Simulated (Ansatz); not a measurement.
Start from ZnS in the zinc blende structure (space group F-43m, No. 216).

```yaml
crystal:
  lattice:
    - [0.00000, 2.64841, 2.64841]
    - [2.64841, 0.00000, 2.64841]
    - [2.64841, 2.64841, 0.00000]
  atoms:
    - { symbol: Zn, position: [0.00000, 0.00000, 0.00000] }
    - { symbol: S, position: [0.75000, 0.75000, 0.75000] }
```

Cartesian axes are those of the cell as printed.

The values are results of Ansatz (a quantum-chemistry and plane-wave program), LDA, PAW, cutoff 420 eV, no spin-orbit coupling, not measurements.

The change: uniaxial strain ε_zz = −3.00 %, all other strain components held at zero; the atoms relax in the strained cell.

**Question.** Predict the stress tensor and what it implies for the stiffness.

**Answer.** Stress of the strained cell less that of the base (GPa, compression positive):
```
   2.37    0.00    0.00
   0.00    2.37    0.00
   0.00    0.00    3.62
```

Then −Δσ_ii/ε with ε = -0.0300 gives secant stiffness values (nonlinear terms included at this strain): C33 ≈ 121 GPa, C13 ≈ 79 GPa and C23 ≈ 79 GPa.

As a check, the harmonic strain energy −½ V₀ Δσ:ε is 6.3 meV/atom; the computed energy rise is 6.2 meV/atom.

Whether these cells are dynamically stable was not tested.
